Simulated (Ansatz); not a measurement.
Input and output of a self-consistent single point for the (001) slab of CsZn4P3 (cut from a parent of space group no. 123; 8 atoms in the cell) (Ansatz, a quantum-chemistry and plane-wave program).

Method: PBEsol, default PAW files made with PBE (plane waves; Ansatz).

```
CsZn4P3
1.0
    4.07464     0.00000     0.00000
    0.00000     4.07464     0.00000
    0.00000     0.00000    22.89551
Cs Zn P
1 4 3
Direct
  0.00000   0.00000   0.46530
  0.50000   0.00000   0.62486
  0.50000   0.00000   0.30574
  0.00000   0.50000   0.62486
  0.00000   0.50000   0.30574
  0.50000   0.50000   0.56911
  0.50000   0.50000   0.36149
  0.00000   0.00000   0.69426
```

Reference input (self-consistent single point, DFT, PBEsol, plane waves, default PAW files made with PBE): basis.ecutwfc = 420 eV; kpoints.mp_grid.grid = 6 6 1; hamiltonian.xc = pbesol; hamiltonian.pseudopotentials = {kind: paw} (the program's default PAW files); scf.occupations.method = fermi_dirac; scf.occupations.width = 0.136 eV. This run's input differs from it in these lines:

Ansatz 0.2 input:
```diff
@@ -17,3 +17,3 @@
 kpoints:
-  mp_grid: { grid: [6, 6, 1] }
+  mp_grid: { grid: [18, 18, 1] }
 hamiltonian:
```

Output, abridged:

```
SCF iter   1: F=—  HF=-20928.739971 eV  |F-HF|=—  |Δ(HF+E_count)|=         —  Δρ=4.63e-3  dr2=1.90e0  ethr=1.77e-3  ⟨swp⟩=14.5  Hψ=16357  notcnv=0  defer=10
all-band conjugate gradients solve this SCF's bands
preconditioner: auto → LDOS
SCF iter   2: F=—  HF=-20928.694582 eV  |F-HF|=—  |Δ(HF+E_count)|=   4.54e-2  Δρ=3.14e-3  dr2=4.26e-2  ethr=1.77e-3  ⟨swp⟩=2.6  Hψ=3245  notcnv=0  defer=3
   [... lines left out ...]
SCF iter   7: F=—  HF=-20928.686167 eV  |F-HF|=—  |Δ(HF+E_count)|=   2.27e-5  Δρ=2.81e-5  dr2=1.04e-5  ethr=1.43e-7  ⟨swp⟩=2.0  Hψ=3946  notcnv=0  defer=2
SCF iter   8: F=—  HF=-20928.686224 eV  |F-HF|=—  |Δ(HF+E_count)|=   5.62e-5  Δρ=1.10e-5  dr2=1.38e-6  ethr=1.45e-8  ⟨swp⟩=2.0  Hψ=3612  notcnv=0  defer=2
SCF iter   9: F=—  HF=-20928.686224 eV  |F-HF|=—  |Δ(HF+E_count)|=   7.07e-7  Δρ=4.63e-6  dr2=2.53e-7  ethr=1.92e-9  ⟨swp⟩=2.4  Hψ=4502  notcnv=0  defer=2
SCF iter  10: F=-20928.686224 eV  HF=-20928.686224 eV  |F-HF|=1.14e-9  |Δ(HF+E_count)|=   8.63e-9  Δρ=1.05e-6  dr2=2.40e-8  ethr=1.39e-10  ⟨swp⟩=10.4  Hψ=11918  notcnv=0
SCF 1 converged in 10 iterations: F = -20928.686224 eV  dr2 = 2.40e-8
Free energy (F): -20928.686224 eV
Internal energy: -20928.395214 eV  (E = F + TS)
E sigma→0 (E₀):  -20928.540719 eV
Entropy (-TS):   -0.291010 eV (-36.376 meV/atom)
Fermi energy:    0.623862 eV
--- Forces (eV/Å), atoms counted from 1 ---
  atom   1  Cs     0.00000000     0.00000000     0.22052678
  atom   2  Zn    -0.00000000     0.00000000     0.72057780
  atom   3  Zn     0.00000000     0.00000000     0.23792618
  atom   4  Zn     0.00000000     0.00000000     0.72057780
  atom   5  Zn    -0.00000000     0.00000000     0.23792618
  atom   6  P      0.00000000     0.00000000    -0.56967308
  atom   7  P     -0.00000000     0.00000000    -0.36258876
  atom   8  P      0.00000000     0.00000000    -1.20531028
--- Stress (GPa, compression-positive) ---
       -2.587395       0.000000       0.000000
        0.000000      -2.587395       0.000000
        0.000000       0.000000      -1.393350
  P = ⅓ Tr σ = -2.1894 GPa (-21.894 kbar)
  The stress holds the Pulay correction. Without it, at fixed plane waves, as pw.x and ABINIT print it: P = -2.2114 GPa
```

The run converged in 10 iterations. Against the reference run the free energy drops by 2.2 meV/atom and the largest force goes from 1.282 to 1.205 eV/Å.

The starting cell comes from a database of computed structures (which also holds hypothetical and non-ambient phases and stackings), without a prior relaxation at this level. The slab is cut from that crystal, and its faces are unrelaxed. Its lattice was rescaled by up to half a per cent. Spin polarisation is off, though cut faces can carry moments; the slab shows no gap. The two faces of this cut differ, and no dipole correction was used. Forces in this geometry exceed 1 eV/Å.

Cost on one core of a shared machine: roughly 2 min.
